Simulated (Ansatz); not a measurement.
Base system: CeO$_{2}$ in the fluorite structure (space group Fm-3m, No. 225; a = 5.437 Å).

Computed with Kohn–Sham DFT with the r2SCAN functional, run in Ansatz (an electronic-structure program) with PAW and 500 eV plane waves, spin-orbit coupling left out.

For the base:

The band gap comes out as 2.20 eV. The shortest interatomic distance is 235.4 pm.

Perturbation: cell and atoms relaxed at a pressure of 4.5 GPa.

### Question
Predict the new band gap.

### Answer
The band gap grows by 0.07 eV, from 2.20 eV to 2.27 eV.

### Question
Estimate the effect on the shortest interatomic distance.

### Answer
The shortest interatomic distance drops by 1.75 pm to 233.7 pm.

Load acts through the strain it causes; cell and atoms are relaxed under it. Stability against distortions was not tested. Starting moments died away, wholly or in part, for the base; another magnetic solution may exist. The final runs are not spin-polarised.
